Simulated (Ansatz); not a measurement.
**Bader charge of Zn (e) in related cells**

Cell A: ZnO (wurtzite, P6₃mc), 4 atoms in the cell, k-point mesh 12×12×8 on the run's own vectors. Conventional cell: a = b = 3.280 Å, c = 5.294 Å, α = β = 90.00°, γ = 120.00°.

Cell B: Zn (hcp, P6₃/mmc), 2 atoms in the cell, k-point mesh 30×30×12 on the run's own vectors. Conventional cell: a = b = 2.6462 Å, c = 5.0278 Å, α = β = 90.00°, γ = 120.00°.

All numbers come from Ansatz (a quantum-chemistry and plane-wave program), plane waves with PAW, its PAW set soft_1, cutoff 420 eV, 500 eV for r2SCAN. The structures are at rest with PBE; other levels are single points on them. HSE06 runs on coarser k-point meshes. Some cells are metallic or hold partly filled levels, where a hybrid on a coarse mesh is less sure. Neutral cells; Fermi-Dirac smearing of at most 0.10 eV in the solids, energies taken to zero width. The lattices are those relaxed with PBE, so at other levels the solids can be strained, which adds to the spread. A dispersion term ran beside these levels; it doesn't touch the electrons. Electrons of density maxima off the nuclei are shared among the atoms. Mean over the atoms, with the range where they differ; positive means electrons lost.

```csv
system,PBE,r2SCAN,HSE06
A,1.22,1.28,1.30
B,0.00,0.00,0.00
```

With PBE the value of A exceeds that of B by 1.22 e. With r2SCAN the value of A exceeds that of B by 1.28 e. With HSE06 the value of A exceeds that of B by 1.3 e.
